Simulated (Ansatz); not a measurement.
Results of r²SCAN in Ansatz (plane waves, PAW) for BiSiO3 (model structure, started from the PbTiO3 type, P4mm, No. 99, 5 atoms in the cell).

Settings: plane-wave cutoff 560 eV, 16×16×14 k mesh (along the axes of the cell as run), Fermi–Dirac smearing 0.05 eV, scalar-relativistic PAW data made under PBE.

Cell (relaxed at this level):

```cif
data_BiO3Si
_chemical_formula_sum 'Si1 Bi1 O3'
_space_group_name_H-M_alt 'P 1'
_space_group_IT_number 1
_cell_length_a 3.35876
_cell_length_b 3.35876
_cell_length_c 5.61516
_cell_angle_alpha 90.000
_cell_angle_beta 90.000
_cell_angle_gamma 90.000
loop_
_space_group_symop_operation_xyz
  'x, y, z'
loop_
_atom_site_label
_atom_site_type_symbol
_atom_site_fract_x
_atom_site_fract_y
_atom_site_fract_z
_atom_site_occupancy
Si1 Si 0.50000 0.50000 0.60771 1
Bi1 Bi 0.00000 0.00000 0.16342 1
O1 O 0.00000 0.50000 0.51143 1
O2 O 0.50000 0.00000 0.51143 1
O3 O 0.50000 0.50000 0.89622 1
```

### Question
Give the computed bulk modulus.

### Answer

* **bulk modulus**: 143 GPa

The run finds no gap.

Note: the bulk modulus is −V dP/dV from two relaxed cells at ±2 % in volume; the relaxation could raise the start's symmetry but not lower it, so the cell can be a saddle point.

Spin–orbit coupling is not included; it can open a gap where bands touch, and shift volumes and moduli.

Computed values are for the static lattice.

A model structure was made by putting elements into a prototype or built by hand; it is no filed structure, need not be a known phase, and can be a saddle point held by its symmetry.

Ansatz is a quantum-chemistry and plane-wave program.
